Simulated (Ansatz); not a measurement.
# Evanescent states of HfO$_{2}$ (Fm-3m, fluorite, 3 atoms a cell, 10.6 Å³ an atom, 4 GPa at this level) along the normal of (110)

These are r2SCAN (plane waves, PAW; Ansatz, a quantum-chemistry and plane-wave program) values and carry that method's errors.

The gap is the functional's own. No spin-orbit coupling. Mid-gap values are those at the computed energy nearest the middle.

Energies count from the valence-band top; κ is the least over a 8×6 mesh across the current.

```json
[
 {"E (eV)": "0.10", "κ (1/Å)": "0.118", "where": "off Γ"},
 {"E (eV)": "0.32", "κ (1/Å)": "0.200", "where": "off Γ"},
 {"E (eV)": "0.53", "κ (1/Å)": "0.252", "where": "off Γ"},
 {"E (eV)": "0.73", "κ (1/Å)": "0.292", "where": "off Γ"},
 {"E (eV)": "0.94", "κ (1/Å)": "0.324", "where": "off Γ"},
 {"E (eV)": "1.16", "κ (1/Å)": "___", "where": "Γ"},
 {"E (eV)": "1.36", "κ (1/Å)": "___", "where": "Γ"},
 {"E (eV)": "1.57", "κ (1/Å)": "___", "where": "Γ"},
 {"E (eV)": "1.78", "κ (1/Å)": "___", "where": "Γ"},
 {"E (eV)": "2.00", "κ (1/Å)": "___", "where": "Γ"},
 {"E (eV)": "2.21", "κ (1/Å)": "___", "where": "Γ"},
 {"E (eV)": "2.42", "κ (1/Å)": "___", "where": "Γ"},
 {"E (eV)": "2.62", "κ (1/Å)": "___", "where": "Γ"},
 {"E (eV)": "2.83", "κ (1/Å)": "___", "where": "Γ"},
 {"E (eV)": "3.04", "κ (1/Å)": "___", "where": "Γ"},
 {"E (eV)": "3.25", "κ (1/Å)": "___", "where": "Γ"},
 {"E (eV)": "3.46", "κ (1/Å)": "0.338", "where": "Γ"},
 {"E (eV)": "3.67", "κ (1/Å)": "0.311", "where": "Γ"},
 {"E (eV)": "3.88", "κ (1/Å)": "0.269", "where": "Γ"},
 {"E (eV)": "4.09", "κ (1/Å)": "0.207", "where": "Γ"},
 {"E (eV)": "4.30", "κ (1/Å)": "0.087", "where": "Γ"}
]
```

Q: What belongs in the gaps?

A: 
- 1.16, κ (1/Å): 0.350
- 1.36, κ (1/Å): 0.360
- 1.57, κ (1/Å): 0.367
- 1.78, κ (1/Å): 0.373
- 2.00, κ (1/Å): 0.377
- 2.21, κ (1/Å): 0.379
- 2.42, κ (1/Å): 0.379
- 2.62, κ (1/Å): 0.378
- 2.83, κ (1/Å): 0.375
- 3.04, κ (1/Å): 0.370
- 3.25, κ (1/Å): 0.358
